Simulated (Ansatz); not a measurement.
## HgSe, response to strain

Base system: HgSe in the zinc blende structure (space group F-43m, No. 216).

```
HgSe
1.0
    0.00000     3.03148     3.03148
    3.03148     0.00000     3.03148
    3.03148     3.03148     0.00000
Hg Se
1 1
Cartesian
  0.00000   0.00000   0.00000
  1.51574   1.51574   1.51574
```

Cartesian axes are those of the cell as printed.

Strains are applied to the cell and any free atomic positions relax.

Calculations: LDA (Ansatz, a quantum-chemistry and plane-wave program; PAW; 420 eV plane waves; no SOC).

Notes on the quantities. energy relative to the base: free energy F.

```csv
change,energy relative to the base,volume per atom
base,0 meV/atom,27.86 Å³
tensor shear ε_xy = +1.43 %,+1.7 meV/atom,27.85 Å³
tensor shear ε_xy = +2.00 %,+3.2 meV/atom,27.85 Å³
tensor shear ε_xy = +0.57 %,+0.3 meV/atom,27.86 Å³
tensor shear ε_xy = +1.71 %,+2.4 meV/atom,27.85 Å³
tensor shear ε_xy = +0.29 %,+0.1 meV/atom,27.86 Å³
tensor shear ε_xy = +0.86 %,+0.6 meV/atom,27.86 Å³
tensor shear ε_xy = +1.14 %,+1.1 meV/atom,27.86 Å³
```

Whether these cells are dynamically stable was not tested. The final runs are not spin-polarised.
